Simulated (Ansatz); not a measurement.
**BP, response to strain**

The reference is BP in the zinc blende structure (space group F-43m, No. 216; a = 4.491 Å). Axes: x, y, z lie along the cube axes.

Strains are applied to the cell and any free atomic positions relax; under biaxial strain the out-of-plane vector relaxes too.

Method: LDA/PAW in Ansatz (a quantum-chemistry and plane-wave program), scalar-relativistic without spin-orbit coupling.

Notes on the quantities. energy relative to the base: free energy F.

| biaxial strain, plane normal [001], relaxed out of plane (%) | energy relative to the base (meV/atom) |
|---|---|
| -3 | 27.2 |
| -2.5 | 18.7 |
| -2 | 11.8 |
| -1.5 | 6.6 |
| -1 | ? |
| -0.5 | 0.7 |
| 0 | 0.0 |

Q: Fit ΔE = Aε² + Bε³ (ε in %) to the rows shown and predict the withheld row.

A: Least squares on the printed values gives A = 2.83 and B = -0.066 meV/atom (largest residual 0.0 meV/atom); this predicts 2.9 meV/atom, and the run gives 2.9 meV/atom, in agreement.

Whether these cells are dynamically stable was not tested.
